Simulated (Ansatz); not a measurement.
We look at the energy of one form of BN over another. The value is E(A) − E(B), in meV per atom.

A: BN (wurtzite, P6₃mc), 4 atoms in the cell, k-point mesh 18×18×8 on the run's own vectors.
```cif
data_B2N2
_chemical_formula_sum 'B2 N2'
_space_group_name_H-M_alt 'P63mc'
_space_group_IT_number 186
_space_group_name_Hall 'P 6c -2c'
_cell_length_a 2.55413
_cell_length_b 2.55413
_cell_length_c 4.22407
_cell_angle_alpha 90.000
_cell_angle_beta 90.000
_cell_angle_gamma 120.000
loop_
_atom_site_label
_atom_site_type_symbol
_atom_site_symmetry_multiplicity
_atom_site_Wyckoff_symbol
_atom_site_fract_x
_atom_site_fract_y
_atom_site_fract_z
_atom_site_occupancy
B1 B 2 b 0.33333 0.66667 0.49983 1
N1 N 2 b 0.33333 0.66667 0.12517 1
```

B: BN (zinc blende, F-43m), 2 atoms in the cell, k-point mesh 16×16×16 on the run's own vectors.
```cif
data_B4N4
_chemical_formula_sum 'B4 N4'
_space_group_name_H-M_alt 'F-43m'
_space_group_IT_number 216
_space_group_name_Hall 'F -4 2 3'
_cell_length_a 3.62411
_cell_length_b 3.62411
_cell_length_c 3.62411
_cell_angle_alpha 90.000
_cell_angle_beta 90.000
_cell_angle_gamma 90.000
loop_
_atom_site_label
_atom_site_type_symbol
_atom_site_symmetry_multiplicity
_atom_site_Wyckoff_symbol
_atom_site_fract_x
_atom_site_fract_y
_atom_site_fract_z
_atom_site_occupancy
B1 B 4 a 0.00000 0.00000 0.00000 1
N1 N 4 d 0.75000 0.75000 0.75000 1
```
(The calculation used a cell of 2 atoms; values per cell refer to that cell.)

All numbers come from Ansatz (a program for electronic structure), plane waves with PAW, its PAW set soft_1, cutoff 420 eV, 500 eV for r2SCAN. The structures are at rest with PBE; other levels are single points on them. HSE06 runs on coarser k-point meshes, mended by the PBE difference between the two meshes. Neutral cells; Fermi-Dirac smearing of at most 0.05 eV in the solids, energies taken to zero width. The lattices are those relaxed with PBE, so at other levels the solids can be strained, which adds to the spread. A dispersion term (D3(BJ), or D4 for r2SCAN) was computed beside these levels and is taken off wherever the name lacks it. Static lattices, no vibrational contributions.

Question: What is the computed value (r2SCAN)?

Answer: 19 meV/atom for A less B, so BN (zinc blende, F-43m) (B) lies lower.

Question: List the value at the remaining levels and say how far they part.

Answer: 
```json
[
 {"Level": "HSE06", "value (meV/atom)": "18", "less r2SCAN": "-1"}
]
```

The levels span only 1 meV/atom, too little to tell them apart.
